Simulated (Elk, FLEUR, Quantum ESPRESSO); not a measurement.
## GdAlO3 (Pm-3m, 5 atoms in the cell) computed with different codes at matched settings

Self-consistent single point, at a second geometry (lattice scaled by 0.98). First geometry:

```
CELL_PARAMETERS angstrom
      3.75699     0.00000     0.00000
      0.00000     3.75699     0.00000
      0.00000     0.00000     3.75699
ATOMIC_POSITIONS crystal
  Gd 0.00000 0.00000 0.00000
  Al 0.50000 0.50000 0.50000
  O  0.00000 0.50000 0.50000
  O  0.50000 0.00000 0.50000
  O  0.50000 0.50000 0.00000
```
Moments meant for the start (each program seeds them in its own way; μB, in the order of the atoms Gd Al O O O): 7.0 0.0 0.0 0.0 0.0.

Shared settings, as Quantum ESPRESSO writes them: occupations = smearing; smearing = fermi-dirac; degauss = 0.000734986 Ry; nspin = 2; K_POINTS = automatic 7 7 7 0 0 0. Potentials and cutoffs stand in the table.

```csv
code,model,ΔF from the first geometry (meV/atom),size of the net moment (μB/atom),cutoff
Elk,"PBEsol, all-electron FP-LAPW, Elk's shipped species files, APW+lo basis with extra local orbitals",-13.2,1.40,rgkmax 8
FLEUR,"PBEsol, all-electron FLAPW (FLEUR), scalar-relativistic valence",-9.6,1.40,Kmax 4.5 1/bohr
Quantum ESPRESSO,"PBEsol, SSSP 1.1.2 efficiency (PBE) pseudopotentials",-9.7,1.40,55 Ry
```

On Elk's run: spin-orbit coupling is off. With one magnetic atom in the cell only a parallel order is possible. With U or open f shells several self-consistent states can exist. The f electrons are in the valence without U or exact exchange, which can misplace them near the Fermi level. Spin-orbit terms, which matter for f shells, are left out.

The spread over the programs that give each value: ΔF from the first geometry within 3.6 meV/atom; size of the net moment within 0.00 μB/atom.

Elk and FLEUR treat all electrons, but the usual bases taken here (sphere radii, linearisation, local orbitals, empty states) were not tested for convergence, so the values are no reference for the others.

This mesh misses zone-boundary points where a band edge of such crystals can lie, so no gaps are given.

The starting cell comes from a database of computed structures (which also holds hypothetical and non-ambient phases and stackings), without a prior relaxation at this level. Its lattice was rescaled by a random factor within 2.5 % of one. For this run, on top of that: lattice scaled by 0.98.

Left out of this page: Ansatz (with a known weakness of the program).
